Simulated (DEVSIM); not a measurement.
Structure: Schottky contact on n-type β-Ga2O3, at 400 K.

Layer 1 from the left is β-Ga2O3, thickness (μm) 0.920, Nd (cm⁻³) 2.1e17, τn (s) 8.5e-8, τp (s) 8.5e-8. Layer 2 from the left is β-Ga2O3, thickness (μm) 13.0, Nd (cm⁻³) 9.2e17, τn (s) 8.5e-8, τp (s) 8.5e-8.

Left contact: Schottky, work function 5.29 eV, emission velocity 5.5e6 cm/s. Right contact: ohmic. Voltage is applied to the left contact. Recombination: SRH at mid-gap, radiative. Mobility is μmin + (μ − μmin)/(1 + (N/Nref)^α).

This is a model device: material constants are rounded textbook-type values typed into the input, and sizes, dopings and lifetimes were drawn at random. Values at 300 K; Nc and Nv go as T^1.5, mobilities as T to minus their exponent, the gap by Varshni's rule with the affinity fixed.

β-Ga2O3: gap (eV) 4.8, affinity (eV) 4, permittivity 10, Nc (cm⁻³) 3.7e18, Nv (cm⁻³) 5e20, μn (cm²/Vs) 160, μp (cm²/Vs) 1, μn,min 20, μp,min 0.1, Nref,n 1e18, Nref,p 1e18, αn 0.8, αp 0.8, T exponent of μn 1.8, T exponent of μp 1.5, B (cm³/s) 1e-12, Varshni α (eV/K) 0.0004, Varshni β (K) 600.

Simulated with DEVSIM: 1D drift-diffusion, Boltzmann statistics, complete ionisation; no tunnelling, impact ionisation, image-force lowering or self-heating. Metal contacts follow the ideal Schottky-Mott rule: no Fermi-level pinning, no interface dipoles.

Dark forward current:

| |V| (V) | |J| (A/cm²) |
|---|---|
| 0.05 | 7.334e-10 |
| 0.10 | 3.843e-9 |
| 0.15 | 1.703e-8 |
| 0.20 | 7.297e-8 |
| 0.25 | 3.101e-7 |
| 0.30 | 1.315e-6 |
| 0.35 | 5.569e-6 |
| 0.40 | 2.357e-5 |
| 0.45 | 9.967e-5 |
| 0.50 | 0.0004211 |
| 0.55 | 0.001777 |
| 0.60 | 0.007486 |
| 0.65 | 0.03148 |
| 0.70 | 0.1320 |
| 0.75 | 0.5511 |
| 0.80 | 2.275 |
| 0.85 | 9.091 |
| 0.90 | 32.97 |
| 0.95 | 96.47 |
| 1.00 | 213.1 |
| 1.05 | 373.8 |
| 1.10 | 563.8 |
| 1.15 | 772.5 |
| 1.20 | 993.5 |
| 1.25 | 1223 |
| 1.30 | 1459 |

**Question.** Work out the local ideality factor n = ΔV / (kT/q · ln(J2/J1)) between the rows 0.15 and 0.20 V, 1.25 and 1.30 V.

**Answer.** kT/q = 34.47 mV. From 0.15 to 0.20 V: ln(7.297e-8/1.703e-8) = 1.455, n = 1.00, near the 1 of diffusion or emission over a barrier. From 1.25 to 1.30 V: ln(1459/1223) = 0.176, n = 8.22; the layers' resistance at their doping, Σ W/(qμN) = 0.00020 Ω cm², would take 46 mV of this step of 50 mV.

**Question.** Estimate the current at 0.50 V for emission alone, J0 = q v N_band exp(−φB/kT), and read the barrier back from the simulated current.

**Answer.** φB = 1.290 eV, N_band = 5.70e18 cm⁻³, J0 = 2.80e-10 A/cm²; J = J0 (exp(qV/kT) − 1) = 0.000559 A/cm². The simulation gives 0.000421 A/cm²; the estimate lies 33 % above. Read backwards, the simulated current gives an apparent barrier of 1.300 eV. The estimate leaves out transport through the depletion region and minority injection.
